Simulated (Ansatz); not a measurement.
The parent structure is SnSe in the zinc blende structure (space group F-43m, No. 216; a = 6.779 Å; a hypothetical phase, not in the database extracts checked).

(Cell as relaxed with PBE.)

Levels (all Ansatz, an electronic-structure program, PAW): PBE (420 eV, no spin-orbit coupling); PBEsol (420 eV, scalar-relativistic without spin-orbit coupling).

Each level relaxes its own structure.

| base | PBE | PBEsol |
|---|---|---|
| volume per atom | 38.93 Å³ | 36.87 Å³ |
| lattice parameter a | 6.779 Å | 6.657 Å |
| band gap | 0.05 eV | zero |

The change: hydrostatic tension (pressure −2 GPa).

```json
[
 {"quantity": "volume per atom", "PBE": "41.98 Å³", "PBEsol": "(withheld)"},
 {"quantity": "band gap", "PBE": "0.28 eV", "PBEsol": "(withheld)"}
]
```

What does PBEsol give?


- volume per atom, PBEsol: 39.51 Å³
- band gap, PBEsol: zero

PBE's volume per atom lies 2.47 Å³ above PBEsol's (6.3 %); they disagree on the band gap. Neither level is exact; PBEsol is the comparison here, not a measurement.

Load acts through the strain it causes; cell and atoms are relaxed under it. No phonon test of stability was made. All final runs are without spin polarisation. Gaps under 0.05 eV, about the width of the smearing, are given as zero. The zero or small gap of SnSe can change with the level of theory.
